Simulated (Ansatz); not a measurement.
Given:

```yaml
crystal:
  lattice:
    - [3.08674, 0.00000, 0.00000]
    - [-1.54337, 2.67319, 0.00000]
    - [0.00000, 0.00000, 10.10671]
  atoms:
    - { symbol: Si, position: [0.00000, 0.00000, 0.00030] }
    - { symbol: Si, position: [0.00000, 0.00000, 0.50030] }
    - { symbol: Si, position: [0.66667, 0.33333, 0.75025] }
    - { symbol: Si, position: [0.33333, 0.66667, 0.25025] }
    - { symbol: C, position: [0.00000, 0.00000, 0.81287] }
    - { symbol: C, position: [0.00000, 0.00000, 0.31287] }
    - { symbol: C, position: [0.66667, 0.33333, 0.56221] }
    - { symbol: C, position: [0.33333, 0.66667, 0.06221] }
```

No spin polarisation.

Computed with plane-wave PAW DFT at the r2SCAN level (Ansatz, a quantum-chemistry and plane-wave program, 500 eV), without spin-orbit coupling. Γ-centred 12×12×4 mesh, Fermi–Dirac width 0.05 eV.

**Question.** Predict the gap character.

**Answer.** Indirect, Γ → M.

**Question.** What is the computed valence-band top at Γ (three highest levels, from the VBM)?

**Answer.** 0.00, 0.00, -0.05 eV.

**Question.** Predict the smallest direct gap.

**Answer.** 3.77 eV.

**Question.** Estimate the band gap.

**Answer.** 2.59 eV.

Load acts through the strain it causes; cell and atoms are relaxed under it. No phonon test of stability was made. The cell was made from SiC (space group P6_3mc, No. 186) by this change: pressure −2 GPa.
